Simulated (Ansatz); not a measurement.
A computed series for hypothetical rutile SnSe2: response to strain

The reference is SnSe$_{2}$ in the rutile structure (space group P4_2/mnm, No. 136; a = 6.4817 Å, c = 3.9726 Å; a hypothetical phase, not in the database extracts checked). Axes: x, y, z lie along a, b, c of the conventional cell.

Strains are applied to the cell and any free atomic positions relax; under biaxial strain the out-of-plane vector relaxes too; under stress the whole cell relaxes.

Method: Ansatz (a first-principles code) r2SCAN, without spin-orbit coupling.

Notes on the quantities. energy relative to the base: free energy F.

| change | volume per atom | energy relative to the base | band gap |
|---|---|---|---|
| base | 27.82 Å³ | 0 meV/atom | zero |
| biaxial strain −2.19 %, plane normal [001], relaxed out of plane | 27.17 Å³ | – | zero |
| biaxial strain −0.69 %, plane normal [001], relaxed out of plane | 27.60 Å³ | – | zero |
| isotropic strain +3.62 % | 30.95 Å³ | +48 meV/atom | zero |
| uniaxial strain ε_xx = −1.84 % | 27.30 Å³ | -28 meV/atom | 0.09 eV |
| uniaxial strain ε_xx = −0.58 % | 27.65 Å³ | -23 meV/atom | 0.11 eV |
| uniaxial strain ε_zz = −1.22 % | 27.48 Å³ | +1.5 meV/atom | zero |
| uniaxial strain ε_zz = +2.39 % | 28.48 Å³ | +5.2 meV/atom | zero |
| uniaxial stress, 5 GPa compression along z | 27.95 Å³ | +25 meV/atom | zero |
| uniaxial stress, 0.5 GPa tension along x | 26.89 Å³ | -33 meV/atom | 0.14 eV |

Beyond what the load breaks, stability against distortions was not tested. The final runs are not spin-polarised. Under uniaxial strain ε_xx = −1.84 %, uniaxial strain ε_xx = −0.58 % and uniaxial stress, 0.5 GPa tension along x the cell ends below the base's energy or with stress of the wrong sign: the atoms slid into a distortion or the cell is elastically unstable, so the base is not a stable minimum at this level. The zero or small gap of SnSe2 can change with the level of theory.
